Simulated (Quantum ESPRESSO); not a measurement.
A self-consistent single point of ZnS (P6_3mc, 20 atoms in the cell) with Quantum ESPRESSO.

Method: PBE+U, PSlibrary PAW (PBE) pseudopotentials (plane waves; Quantum ESPRESSO).

```xyz
20
Lattice="3.7563 0.0000 0.0000 -1.8782 3.2531 0.0000 0.0000 0.0000 30.7251" Properties=species:S:1:pos:R:3 pbc="T T T"
Zn     1.8782     1.0843     6.1450
Zn     0.0000     2.1687    21.5076
Zn     0.0000     0.0000    24.5801
Zn     0.0000     0.0000     9.2175
Zn     1.8782     1.0843    27.6526
Zn     0.0000     2.1687    12.2900
Zn     0.0000     2.1687     3.0756
Zn     1.8782     1.0843    18.4381
Zn     0.0000     0.0000     0.0031
Zn     0.0000     0.0000    15.3656
S      1.8782     1.0843     8.4463
S      0.0000     2.1687    23.8089
S      0.0000     0.0000     2.3044
S      0.0000     0.0000    17.6669
S      1.8782     1.0843    20.7394
S      0.0000     2.1687     5.3769
S      0.0000     0.0000    26.8814
S      0.0000     0.0000    11.5188
S      0.0000     2.1687    14.5975
S      1.8782     1.0843    29.9600
```

Reference input (self-consistent single point, DFT, PBE, plane waves, PSlibrary PAW (PBE) pseudopotentials): ecutwfc = 50 Ry; ecutrho = 300 Ry; occupations = smearing; smearing = fermi-dirac; degauss = 0.00147 Ry; potentials = {Zn: Zn.pbe-dn-kjpaw_psl.1.0.0.UPF, S: S.pbe-n-kjpaw_psl.1.0.0.UPF}; K_POINTS = automatic 5 5 1 0 0 0; conv_thr = 1e-09 Ry; mixing_beta = 0.7. This run's input differs from it in these lines:

```diff
@@ -52,2 +52,4 @@
    0.000000000     0.000000000    58.062009034
+HUBBARD {ortho-atomic}
+U Zn-3d 1
```

Output (repeated stretches shortened):

```
     Self-consistent Calculation

     iteration #  1     ecut=    50.00 Ry     beta= 0.70

     =================== HUBBARD OCCUPATIONS ===================
     ------------------------ ATOM    1 ------------------------
     Tr[ns(  1)] =   9.96464
     eigenvalues:
       0.995  0.995  0.995  0.998  0.998
   [... 9 blocks of this kind left out ...]

     Number of occupied Hubbard levels =   99.6490

     Threshold (ethr) on eigenvalues was too large:
     Diagonalizing with lowered threshold

     total energy              =   -3101.10963841 Ry
     estimated scf accuracy    <       0.56881439 Ry

     iteration #  2     ecut=    50.00 Ry     beta= 0.70

     total energy              =   -3101.24334230 Ry
     estimated scf accuracy    <       0.10658817 Ry

     iteration #  3     ecut=    50.00 Ry     beta= 0.70

     total energy              =   -3101.26271078 Ry
     estimated scf accuracy    <       0.01040423 Ry

   [... 7 blocks of this kind left out ...]

     iteration # 11     ecut=    50.00 Ry     beta= 0.70

     total energy              =   -3101.26649806 Ry
     estimated scf accuracy    <       0.00000006 Ry

     iteration # 12     ecut=    50.00 Ry     beta= 0.70
     End of self-consistent calculation

     =================== HUBBARD OCCUPATIONS ===================
     ------------------------ ATOM    1 ------------------------
     Tr[ns(  1)] =   9.94779
     eigenvalues:
       0.993  0.993  0.993  0.997  0.997

     Number of occupied Hubbard levels =   99.4798

     the Fermi energy is     8.1175 ev

!    total energy              =   -3101.26649807 Ry
     estimated scf accuracy    <          7.8E-10 Ry
     smearing contrib. (-TS)   =      -0.00000000 Ry
     internal energy E=F+TS    =   -3101.26649807 Ry

     Hubbard energy            =       0.01900823 Ry

     convergence has been achieved in  12 iterations

     Forces acting on atoms (cartesian axes, Ry/au):

     atom    1 type  1   force =     0.00000000    0.00000000    0.00020628
   [... lines left out ...]

     Total force =     0.002595     Total SCF correction =     0.000107

          total   stress  (Ry/bohr**3)                   (kbar)     P=       52.29
   0.00036002   0.00000000   0.00000000           52.96        0.00        0.00
   0.00000000   0.00036002   0.00000000            0.00       52.96        0.00
   0.00000000   0.00000000   0.00034630            0.00        0.00       50.94

   JOB DONE.
```

The run converged in 12 iterations. Against the reference run the pressure goes from 4.98 to 5.23 GPa, the largest force stays at 0.026 eV/Å and the gap on the mesh goes from 2.324 to 2.372 eV. The full log also holds: “c_bands:  1 eigenvalues not converged”.

The starting cell comes from a database of computed structures (which also holds hypothetical and non-ambient phases and stackings), without a prior relaxation at this level. Its lattice was rescaled by a random factor within 2.5 % of one. Spin polarisation is off. The U value is a test value. With a pressure of about 5 GPa the cell is away from its equilibrium volume at this level.

Cost on one core of a shared machine: roughly 10 min.
